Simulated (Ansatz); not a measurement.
## Pressure series in InAs

The parent structure is InAs in the zinc blende structure (space group F-43m, No. 216).

```
CELL_PARAMETERS angstrom
      0.00000     3.09331     3.09331
      3.09331     0.00000     3.09331
      3.09331     3.09331     0.00000
ATOMIC_POSITIONS crystal
  As 0.75000 0.75000 0.75000
  In 0.00000 0.00000 0.00000
```

Cell and atoms are relaxed at each pressure.

Levels (all Ansatz, a first-principles code, PAW, earlier PAW set): PBE (420 eV, no spin-orbit coupling); r2SCAN (500 eV, no spin-orbit coupling).

The base cell above is that of PBE; each level relaxes its own structures.

```json
[
 {"case": "pressure −2 GPa", "lattice parameter a, PBE": "6.283 Å", "lattice parameter a, r2SCAN": "___"},
 {"case": "pressure −1 GPa", "lattice parameter a, PBE": "6.232 Å", "lattice parameter a, r2SCAN": "___"},
 {"case": "pressure 0.9 GPa", "lattice parameter a, PBE": "6.151 Å", "lattice parameter a, r2SCAN": "6.078 Å"},
 {"case": "pressure 2.1 GPa", "lattice parameter a, PBE": "6.106 Å", "lattice parameter a, r2SCAN": "___"},
 {"case": "pressure 4.5 GPa", "lattice parameter a, PBE": "6.030 Å", "lattice parameter a, r2SCAN": "5.974 Å"},
 {"case": "pressure 9 GPa", "lattice parameter a, PBE": "5.915 Å", "lattice parameter a, r2SCAN": "5.871 Å"},
 {"case": "pressure 15 GPa", "lattice parameter a, PBE": "5.797 Å", "lattice parameter a, r2SCAN": "___"},
 {"case": "pressure 22.5 GPa", "lattice parameter a, PBE": "5.684 Å", "lattice parameter a, r2SCAN": "5.658 Å"},
 {"case": "pressure 30 GPa", "lattice parameter a, PBE": "5.592 Å", "lattice parameter a, r2SCAN": "5.571 Å"}
]
```

### Question
Complete the table.

### Answer

- pressure −2 GPa, lattice parameter a, r2SCAN: 6.188 Å
- pressure −1 GPa, lattice parameter a, r2SCAN: 6.147 Å
- pressure 2.1 GPa, lattice parameter a, r2SCAN: 6.040 Å
- pressure 15 GPa, lattice parameter a, r2SCAN: 5.764 Å

PBE lies above r2SCAN in every row, by 0.021 Å to 0.096 Å. They put the cases in the same order.

A case with no gap was solved on a k-mesh chosen for an insulator, which is coarse for it. Load acts through the strain it causes; cell and atoms are relaxed under it. No phonon test of stability was made. All final runs are without spin polarisation. Measured, InAs leaves this structure (for rock salt) near 7 GPa (temperature not stated; as listed in Datta, Sujoy, Jana, Debnarayan, arXiv (2020)).
